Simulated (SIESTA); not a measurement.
SIESTA run on BaCdSbF (P4/nmm, 8 atoms in the cell): self-consistent single point.

Level of theory: GGA PBEsol, numerical atomic orbitals DZP, PseudoDojo PBEsol standard norm-conserving potentials (rewritten from UPF to PSML) run with SIESTA.

The change in words: lattice scaled by 0.98. Reference geometry:
```yaml
crystal:
  lattice:
    - [4.63263, 0.00000, 0.00000]
    - [0.00000, 4.63263, 0.00000]
    - [0.00000, 0.00000, 9.80636]
  atoms:
    - { symbol: Ba, position: [0.00000, 0.50000, 0.64049] }
    - { symbol: Ba, position: [0.50000, 0.00000, 0.35951] }
    - { symbol: Cd, position: [0.50000, 0.50000, 0.00000] }
    - { symbol: Cd, position: [0.00000, 0.00000, 0.00000] }
    - { symbol: Sb, position: [0.00000, 0.50000, 0.18461] }
    - { symbol: Sb, position: [0.50000, 0.00000, 0.81539] }
    - { symbol: F, position: [0.50000, 0.50000, 0.50000] }
    - { symbol: F, position: [0.00000, 0.00000, 0.50000] }
```

Reference input (self-consistent single point, DFT, GGA PBEsol, numerical atomic orbitals DZP, PseudoDojo PBEsol standard norm-conserving potentials (rewritten from UPF to PSML)): XC.functional = GGA; XC.authors = PBEsol; potentials = PseudoDojo PBEsol standard; PAO.BasisSize = DZP; PAO.EnergyShift = 0.005 Ry; MeshCutoff = 300 Ry; kgrid.MonkhorstPack = 3 3 2; OccupationFunction = FD; ElectronicTemperature = 116.05 K; MaxSCFIterations = 150; SCF.Mixer.Method = Pulay; SCF.Mixer.Weight = 0.1. This run's input differs from it in these lines:

```diff
@@ -14,5 +14,5 @@
 %block LatticeVectors
-     4.632630000    0.000000000    0.000000000
-     0.000000000    4.632630000    0.000000000
-     0.000000000    0.000000000    9.806360000
+     4.539977000    0.000000000    0.000000000
+     0.000000000    4.539977000    0.000000000
+     0.000000000    0.000000000    9.610233000
 %endblock LatticeVectors
@@ -20,10 +20,10 @@
 %block AtomicCoordinatesAndAtomicSpecies
-     0.000000000    2.316315000    6.280875516  1
-     2.316315000    0.000000000    3.525484484  1
-     2.316315000    2.316315000    0.000000000  2
+     0.000000000    2.269988500    6.155258134  1
+     2.269988500    0.000000000    3.454974866  1
+     2.269988500    2.269988500    0.000000000  2
      0.000000000    0.000000000    0.000000000  2
-     0.000000000    2.316315000    1.810352120  3
-     2.316315000    0.000000000    7.996007880  3
-     2.316315000    2.316315000    4.903180000  4
-     0.000000000    0.000000000    4.903180000  4
+     0.000000000    2.269988500    1.774145114  3
+     2.269988500    0.000000000    7.836087886  3
+     2.269988500    2.269988500    4.805116500  4
+     0.000000000    0.000000000    4.805116500  4
 %endblock AtomicCoordinatesAndAtomicSpecies
```

The program printed (abridged):

```
        iscf     Eharris(eV)        E_KS(eV)     FreeEng(eV)     dDmax    Ef(eV) dHmax(eV)
   scf:    1   -17284.345090   -17326.602091   -17326.602091  1.630844 -3.578078 17.282485
   scf:    2   -17339.429418   -17333.685045   -17333.685045  0.175240 -3.769966 10.565304
   scf:    3   -17339.610434   -17337.855085   -17337.855085  0.198632 -4.165633  1.478105
   scf:    4   -17338.343383   -17338.179752   -17338.179752  0.097008 -4.146280  0.900384
   scf:    5   -17338.223045   -17338.234353   -17338.234353  0.053575 -4.027774  0.370087
   [... 5 lines left out ...]
   scf:   11   -17338.249428   -17338.249428   -17338.249428  0.000016 -4.026745  0.000439
   scf:   12   -17338.249428   -17338.249428   -17338.249428  0.000070 -4.026713  0.000336
   scf:   13   -17338.249428   -17338.249428   -17338.249428  0.000014 -4.026697  0.000378
   scf:   14   -17338.249428   -17338.249428   -17338.249428  0.000008 -4.026673  0.000360
SCF Convergence by DM+H criterion
max |DM_out - DM_in|         :     0.0000082545
max |H_out - H_in|      (eV) :     0.0003598907
SCF cycle converged after 14 iterations

Using DM_out to compute the final energy and forces

siesta: E_KS(eV) =           -17338.2494

siesta: E_KS - E_eggbox =    -17338.2494

siesta: Atomic forces (eV/Ang):
     1    0.000000   -0.000000    0.447285
     2   -0.000000   -0.000000   -0.447285
     3   -0.000000   -0.000000    0.000000
     4    0.000000    0.000000   -0.000000
     5   -0.000000    0.000000    0.557957
     6   -0.000000    0.000000   -0.557957
     7    0.000000   -0.000000    0.000000
     8   -0.000000   -0.000000   -0.000000
   Tot   -0.000000    0.000000   -0.000000
   Max    0.557957
   Res    0.206434    sqrt( Sum f_i^2 / 3N )
   Max    0.557957    constrained

   [... lines left out ...]
siesta: FreeEng =    -17338.249428
   [... lines left out ...]
siesta:    -0.021141   -0.000000    0.000000
siesta:     0.000000   -0.021141   -0.000000
siesta:     0.000000   -0.000000   -0.011902

siesta: Cell volume =        198.080272 Ang**3

siesta: Pressure (static):
siesta:                Solid            Molecule  Units
siesta:           0.00019671          0.00023657  Ry/Bohr**3
siesta:           0.01806145          0.02172075  eV/Ang**3
siesta:          28.93762803         34.80047691  kBar
```

The run converged in 14 iterations. Against the reference run the free energy goes up by 10.2 meV/atom, the pressure goes from -0.55 to 2.89 GPa, the largest force goes from 0.317 to 0.558 eV/Å and the gap on the mesh moves little (0.347 to 0.349 eV).

The starting cell comes from a database of computed structures (which also holds hypothetical and non-ambient phases and stackings), without a prior relaxation at this level. For this run, on top of that: lattice scaled by 0.98. Spin-orbit coupling is off. Values carry the incompleteness of an atom-centred basis. The basis of the alkali or alkaline-earth atoms may lack their empty d shell, which can raise the gap.

Cost on one core of a shared machine: roughly 50 s.
